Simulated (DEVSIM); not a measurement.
System: abrupt Si n-p junction, at 300 K.

| layer (left to right) | material | thickness (μm) | Nd (cm⁻³) | Na (cm⁻³) | τn (s) | τp (s) |
|---|---|---|---|---|---|---|
| 1 | Si | 15.0 | 1.4e18 | - | 1.1e-6 | 1.1e-6 |
| 2 | Si | 48.0 | - | 4.4e16 | 1.1e-6 | 1.1e-6 |

Left contact: ohmic. Right contact: ohmic. Voltage is applied to the left contact. Recombination: SRH at mid-gap, Auger. Mobility is μmin + (μ − μmin)/(1 + (N/Nref)^α).

Constants are typed, rounded textbook-type inputs, not results; the design itself was drawn at random and stands for no fabricated device. Values at 300 K; Nc and Nv go as T^1.5, mobilities as T to minus their exponent, the gap by Varshni's rule with the affinity fixed.

```csv
parameter,Si
gap (eV),1.124
affinity (eV),4.05
permittivity,11.7
Nc (cm⁻³),2.86e19
Nv (cm⁻³),3.1e19
μn (cm²/Vs),1417
μp (cm²/Vs),470
"μn,min",52
"μp,min",45
"Nref,n",9.7e16
"Nref,p",2.2e17
αn,0.68
αp,0.72
T exponent of μn,2.3
T exponent of μp,2.2
Cn (cm⁶/s),2.8e-31
Cp (cm⁶/s),9.9e-32
Varshni α (eV/K),0.000473
Varshni β (K),636
```

DEVSIM, 1D drift-diffusion, Boltzmann statistics, complete ionisation; no tunnelling, impact ionisation, image-force lowering or self-heating.

The temperature was swept, all else fixed.

```tsv
temperature (K)	dark forward voltage at 100 A/cm² (V)	potential step across the device at zero bias (V)	dark forward voltage at 1 A/cm² (V)
250	0.903	0.942	0.782
300	0.842	0.876	0.689
350	0.779	0.808	0.594
400	0.716	0.737	0.497
450	[?]	0.663	[?]
500	0.587	0.587	0.296
```

**Question.** Fill in the missing entries.

**Answer.** 
- 450, dark forward voltage at 100 A/cm² (V): 0.651
- 450, dark forward voltage at 1 A/cm² (V): 0.397
